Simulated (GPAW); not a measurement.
Worked example: self-consistent single point of Cd3Pt (I4/mmm, 4 atoms in the cell) in GPAW.

Computed with LDA (Perdew-Wang 92), GPAW PAW datasets LDA (gpaw-data 1.0.1) (plane waves; GPAW).

The change in words: lattice scaled by 0.98. Reference geometry:
```yaml
crystal:
  lattice:
    - [-2.07600, 2.07600, 4.31568]
    - [2.07600, -2.07600, 4.31568]
    - [2.07600, 2.07600, -4.31568]
  atoms:
    - { symbol: Cd, position: [0.75000, 0.25000, 0.50000] }
    - { symbol: Cd, position: [0.25000, 0.75000, 0.50000] }
    - { symbol: Cd, position: [0.50000, 0.50000, 0.00000] }
    - { symbol: Pt, position: [0.00000, 0.00000, 0.00000] }
```

Reference input (self-consistent single point, DFT LDA (Perdew-Wang 92), plane waves, GPAW PAW datasets LDA (gpaw-data 1.0.1)): mode = pw; ecut = 600 eV; xc = LDA; kpts = 9 9 9; mesh shift (steps) = 0 0 0; occupations.name = fermi-dirac; occupations.width = 0.1 eV; nbands = -12; convergence.density = 1e-05 e/electron; convergence.energy = 1e-05 eV/electron; symmetry.symmorphic = false; symmetry.tolerance = 0.0005. This run's input differs from it in these lines:

```diff
@@ -5,5 +5,5 @@
 atoms = Atoms(['Cd', 'Cd', 'Cd', 'Pt'],
-              cell=[[-2.076000, 2.076000, 4.315680],
-                    [2.076000, -2.076000, 4.315680],
-                    [2.076000, 2.076000, -4.315680]],
+              cell=[[-2.034480, 2.034480, 4.229366],
+                    [2.034480, -2.034480, 4.229366],
+                    [2.034480, 2.034480, -4.229366]],
               scaled_positions=[[0.750000, 0.250000, 0.500000],
```

The program printed (abridged):

```
     iter     time        total  log10-change:
                         energy   eigst   dens
iter:   1 --:--:--   -14.671592
iter:   2 --:--:--   -14.585544   -1.67  -1.43
iter:   3 --:--:--   -14.212260   -1.45  -1.45
iter:   4 --:--:--   -14.133332   -3.60  -2.02
iter:   5 --:--:--   -14.045021   -2.46  -2.07
iter:   6 --:--:--   -14.020244   -3.82  -2.49
iter:   7 --:--:--   -14.020464   -3.59  -2.58
iter:   8 --:--:--   -14.017480   -4.69  -2.77
iter:   9 --:--:--   -14.013409   -4.03  -3.06
iter:  10 --:--:--   -14.013381   -5.63  -3.65
iter:  11 --:--:--   -14.013373c  -7.02  -3.73
iter:  12 --:--:--   -14.013363c  -6.06  -3.79
iter:  13 --:--:--   -14.013365c  -7.19  -4.22
iter:  14 --:--:--   -14.013365c  -8.14c -4.38
iter:  15 --:--:--   -14.013362c  -6.59  -4.40
iter:  16 --:--:--   -14.013363c  -8.08c -4.74
iter:  17 --:--:--   -14.013362c  -7.53c -4.87
iter:  18 --:--:--   -14.013362c  -8.58c -5.25c
Converged after 18 iterations.

Dipole moment: (-0.000000, -0.000000, 0.000000) |e|*Ang

Energy contributions relative to reference atoms: (reference = -956204.648824)

Kinetic:         +8.852748
Potential:       -3.798333
External:        +0.000000
XC:             -18.707205
Entropy (-ST):   -0.041709
Local:           -0.339716
SIC:             +0.000000
--------------------------
Free energy:    -14.034216
Extrapolated:   -14.013362

Showing only first 2 kpts
 Kpt  Band  Eigenvalues  Occupancy
  0    24      8.73805    1.99969
  0    25     13.05081    0.00000
  0    26     13.30015    0.00000
  0    27     13.32970    0.00000

  1    24      9.45731    1.65889
  1    25     11.97983    0.00000
  1    26     12.07829    0.00000
  1    27     12.09067    0.00000

Fermi level: 9.61548

No gap
No difference between direct/indirect transitions
Energy (eV): -14.013362

Forces in eV/Ang:
  0 Cd    0.00000    0.00000    0.00000
  1 Cd    0.00000    0.00000    0.00000
  2 Cd   -0.00000   -0.00000   -0.00000
  3 Pt    0.00000    0.00000   -0.00000

Stress tensor:
     0.008776    -0.000000     0.000000
    -0.000000     0.008776    -0.000000
     0.000000    -0.000000     0.009840
Stress (GPa, Voigt): [ 1.4061  1.4061  1.5766 -0.      0.     -0.    ]
```

The run converged in 18 iterations. GPAW prints stress with tension positive. Against the reference run the free energy goes down by 33.1 meV/atom and the pressure goes from -7.86 to -1.46 GPa.

The starting cell comes from a database of computed structures (which also holds hypothetical and non-ambient phases and stackings), without a prior relaxation at this level. For this run, on top of that: lattice scaled by 0.98. Spin polarisation is off.

Cost on one core of a shared machine: roughly 4 min.
